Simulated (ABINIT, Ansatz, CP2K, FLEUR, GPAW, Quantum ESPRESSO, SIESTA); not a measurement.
# One structure in several programs: Cs2MnF5 (P4/mmm, 8 atoms in the cell)

Self-consistent single point.

```
CELL_PARAMETERS angstrom
      6.34379     0.00000     0.00000
      0.00000     6.34379     0.00000
      0.00000     0.00000     4.26885
ATOMIC_POSITIONS crystal
  Cs 0.00000 0.50000 0.50000
  Cs 0.50000 0.00000 0.50000
  Mn 0.00000 0.00000 0.00000
  F  0.79200 0.79200 0.00000
  F  0.20800 0.20800 0.00000
  F  0.20800 0.79200 0.00000
  F  0.79200 0.20800 0.00000
  F  0.00000 0.00000 0.50000
```
Moments meant for the start (each program seeds them in its own way; μB, in the order of the atoms Cs Cs Mn F F F F F): 0.0 0.0 4.0 0.0 0.0 0.0 0.0 0.0.

All programs got the same cell, k-point mesh and kind of occupations, and the same starting moments (in Ansatz's words: kpoints.mp_grid.grid = 3 3 3; magnetization.spin_polarized = true; scf.occupations.method = fermi_dirac; scf.occupations.width = 0.02 eV); potentials, basis and cutoffs are each program's usual ones.

| code | model | pressure (GPa) | largest force (eV/Å) | gap on the mesh (eV) | size of the net moment (μB/atom) | k-points | cutoff |
|---|---|---|---|---|---|---|---|
| ABINIT | PBEsol, PAW (JTH v2.0 PBE PAW, files made for PBE) | -0.69 | 0.044 | 0.693 | 0.50 | 6 | 816 eV |
| SIESTA | GGA PBEsol, numerical atomic orbitals DZP, PseudoDojo PBEsol standard norm-conserving potentials (rewritten from UPF to PSML) | -1.72 | 0.302 | 0.581 | 0.50 | 14 | grid 400 Ry |
| CP2K | PBEsol, GPW, DZVP-MOLOPT-SR-GTH basis, GTH-PBE potentials (GTH_POTENTIALS) | -0.17 | 0.007 | 0.775 | 0.50 | 14 | grid 600 Ry |
| Quantum ESPRESSO | PBEsol, PseudoDojo standard norm-conserving (PBESOL) pseudopotentials | -0.68 | 0.175 | 0.674 | 0.50 | 6 | 100 Ry |
| FLEUR | PBEsol, all-electron FLAPW (FLEUR), scalar-relativistic valence | – | 0.426 | 0.688 | 0.50 | 6 | Kmax 4.7 1/bohr |
| Ansatz | PBEsol, PAW files made with PBE | -0.77 | 0.134 | – | 0.50 | 6 | 420 eV |
| GPAW | PBEsol, GPAW PAW datasets PBEsol (made by gpaw-setup) | – | 0.073 | 0.710 | 0.50 | 6 | 900 eV |

A dash marks a value that a program does not give, or that is left out as unsure.

No gap is tabulated for Ansatz (an electronic-structure program): it is not read from that output, or partly filled or unconverged empty levels leave it unsure.

Gaps are read on the mesh.

The spread over the programs that give each value: pressure within 1.55 GPa; largest force within 0.419 eV/Å; gap on the mesh within 0.194 eV; size of the net moment within 0.00 μB/atom.

The starting cell comes from a database of computed structures (which also holds hypothetical and non-ambient phases and stackings), without a prior relaxation at this level. On Ansatz's run: With one magnetic atom in the cell only a parallel order is possible.

Q: Why do the programs differ, and what cannot be compared?

A: Differences of this kind can come from the potentials, where these differ, and from what each basis and cutoff leave unconverged. The zero of total energies and Fermi levels follows the potentials and each program's conventions, so they are not compared here. SIESTA and CP2K use small atom-centred bases, whose incompleteness enters pressures, forces and empty levels differently from a plane-wave cutoff. FLEUR treats all electrons, but the usual bases taken here (sphere radii, linearisation, local orbitals, empty states) were not tested for convergence, so the values are no reference for the others. Ansatz's pressure is given at a fixed set of plane waves, as the other plane-wave codes print theirs; with its correction for the finite basis it is -0.51 GPa (the shift of 0.26 GPa shows how far the cutoff is from converged). The pressure of GPAW is left out: its cutoff lies under the one at which its stress was checked. Site moments depend on each program's spheres or projections; the total moment of the cell does not. The programs reduce the same mesh by symmetry to different extents, which changes the work and not the result. In the pressure, SIESTA (by 1.02) lies more than 1 GPa from the median of the plane-wave programs. In the force vectors, SIESTA (by 0.213), CP2K (by 0.082), Quantum ESPRESSO (by 0.086), FLEUR (by 0.337) and GPAW (by 0.161) lie more than 0.08 eV/Å from the median of the plane-wave programs.

The shared mesh is coarse (it stands for a supercell whose shortest vector is 13 Å), so the values are not converged in it.

Keys are those of Ansatz 0.2.
